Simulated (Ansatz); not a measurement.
Consider Sn in the diamond structure (space group Fd-3m, No. 227; a = 6.541 Å; relaxed with 0.1 eV smearing). Axes: x, y, z lie along the cube axes.

Calculations: Kohn–Sham DFT with the PBEsol functional, run in Ansatz (a quantum-chemistry and plane-wave program) with PAW and 420 eV plane waves, no SOC.

A first run, uniaxial strain ε_xx = −1.06 %, gives secant values C11 ≈ 63 GPa and C12 ≈ 33 GPa from its stress. A second run applies biaxial strain −2.25 %, plane normal [001], relaxed out of plane.

Problem. What does linear elasticity predict for −ε⊥/ε∥ in the second run, and what does the run give?

Solution. Linear elasticity: 2 C12/C11 = 1.05. The run gives 1.01; any difference comes from nonlinear terms at these strains and numerical noise.

No phonon test of stability was made.
